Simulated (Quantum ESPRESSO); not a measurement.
A self-consistent single point of Sb (R-3m, 2 atoms in the cell) with Quantum ESPRESSO.

Method: PBE, PSlibrary PAW (PBE) pseudopotentials (plane waves; Quantum ESPRESSO).

The change in words: lattice scaled by 0.98. Reference geometry:
```yaml
crystal:
  lattice:
    - [2.15987, 1.24700, 3.79962]
    - [-2.15987, 1.24700, 3.79962]
    - [0.00000, -2.49400, 3.79962]
  atoms:
    - { symbol: Sb, position: [0.26826, 0.26826, 0.26826] }
    - { symbol: Sb, position: [0.73174, 0.73174, 0.73174] }
```

Reference input (self-consistent single point, DFT, PBE, plane waves, PSlibrary PAW (PBE) pseudopotentials): ecutwfc = 30 Ry; ecutrho = 180 Ry; occupations = smearing; smearing = fd; degauss = 0.0073499 Ry; potentials = {Sb: Sb.pbe-n-kjpaw_psl.1.0.0.UPF}; K_POINTS = automatic 6 6 6 0 0 0; conv_thr = 1e-11 Ry; mixing_beta = 0.4. This run's input differs from it in these lines:

```diff
@@ -24,5 +24,5 @@
 CELL_PARAMETERS bohr
-   4.0815553971     2.3564871072     7.1802487366
-  -4.0815553971     2.3564871072     7.1802487366
-   0.0000000000    -4.7129742144     7.1802487366
+   3.9999245697     2.3093575270     7.0366446689
+  -3.9999245697     2.3093575270     7.0366446689
+   0.0000000000    -4.6187150541     7.0366446689
 ATOMIC_POSITIONS crystal
```

The program printed (abridged):

```
     Self-consistent Calculation

     iteration #  1     ecut=    30.00 Ry     beta= 0.40

     Threshold (ethr) on eigenvalues was too large:
     Diagonalizing with lowered threshold

     total energy              =    -695.32329387 Ry
     estimated scf accuracy    <       0.00802079 Ry

     iteration #  2     ecut=    30.00 Ry     beta= 0.40

     total energy              =    -695.32330482 Ry
     estimated scf accuracy    <       0.00283501 Ry

     iteration #  3     ecut=    30.00 Ry     beta= 0.40

     total energy              =    -695.32336707 Ry
     estimated scf accuracy    <       0.00000727 Ry

   [... 5 blocks of this kind left out ...]

     iteration #  9     ecut=    30.00 Ry     beta= 0.40

     total energy              =    -695.32338079 Ry
     estimated scf accuracy    <          1.7E-10 Ry

     iteration # 10     ecut=    30.00 Ry     beta= 0.40
     End of self-consistent calculation

     the Fermi energy is     7.4394 ev

!    total energy              =    -695.32338079 Ry
     estimated scf accuracy    <          7.1E-12 Ry
     smearing contrib. (-TS)   =      -0.00068712 Ry
     internal energy E=F+TS    =    -695.32269367 Ry

     convergence has been achieved in  10 iterations

     Forces acting on atoms (cartesian axes, Ry/au):

     atom    1 type  1   force =    -0.00000000    0.00000000   -0.02378349
     atom    2 type  1   force =     0.00000000    0.00000000    0.02378349

     Total force =     0.033635     Total SCF correction =     0.000000

          total   stress  (Ry/bohr**3)                   (kbar)     P=       63.35
   0.00045544   0.00000000   0.00000000           67.00        0.00        0.00
   0.00000000   0.00045544   0.00000000            0.00       67.00        0.00
  -0.00000000   0.00000000   0.00038104           -0.00        0.00       56.05

   JOB DONE.
```

The run converged in 10 iterations. Against the reference run the free energy goes up by 47.0 meV/atom, the pressure goes from 2.19 to 6.33 GPa and the largest force goes from 0.232 to 0.611 eV/Å.

The starting cell comes from a database of computed structures (which also holds hypothetical and non-ambient phases and stackings), without a prior relaxation at this level. Its lattice was rescaled by a random factor within 2.5 % of one. For this run, on top of that: lattice scaled by 0.98. With a pressure of about 6 GPa the cell is away from its equilibrium volume at this level.
